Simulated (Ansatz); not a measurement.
The starting structures come from a database of crystals and need not be the phases stable at ambient conditions.

Tunnelling through a barrier is set by its complex band structure: the current falls as exp(−2κd) with the smallest κ.

Consider the following.

```yaml
crystal:
  lattice:
    - [6.62176, 0.00000, 0.00000]
    - [-3.14971, 6.84612, 0.00000]
    - [-3.14971, 2.64825, 6.31317]
  atoms:
    - { symbol: Ag, position: [0.03288, 0.29188, 0.29188] }
    - { symbol: Ag, position: [0.80045, 0.58833, 0.58833] }
    - { symbol: Ag, position: [0.00579, 0.00062, 0.00062] }
    - { symbol: P, position: [0.04382, 0.81014, 0.81014] }
    - { symbol: P, position: [0.05214, 0.49117, 0.49117] }
    - { symbol: P, position: [0.72791, 0.08305, 0.08305] }
    - { symbol: P, position: [0.53071, 0.26431, 0.77689] }
    - { symbol: P, position: [0.53071, 0.77689, 0.26431] }
    - { symbol: P, position: [0.50090, 0.61310, 0.91104] }
    - { symbol: P, position: [0.50090, 0.91104, 0.61310] }
    - { symbol: P, position: [0.27147, 0.61116, 0.05486] }
    - { symbol: P, position: [0.27147, 0.05486, 0.61116] }
    - { symbol: P, position: [0.26563, 0.35154, 0.80792] }
    - { symbol: P, position: [0.26563, 0.80792, 0.35154] }
```

Space group of this cell: Cm. The cell is taken as given; by PBEsol its mean pressure is -1.2 GPa.

Transport runs along the normal of the first two printed cell vectors.

The gap is the functional's own, uncorrected, and κ follows it; spin-orbit coupling is left out. Mid-gap values are interpolated between the computed energies.

**Question.** Compute, with PBEsol (Ansatz, a program for electronic structure), the band gap and the smallest decay constant κ at mid-gap.

**Answer.** Gap 0.77 eV on a 6×6×6 mesh; κ = 0.163 1/Å, at (0.500, 0.500) of the in-plane reciprocal vectors. At the zone centre, at the nearest computed energy, the slowest state has κ = 0.17 1/Å.
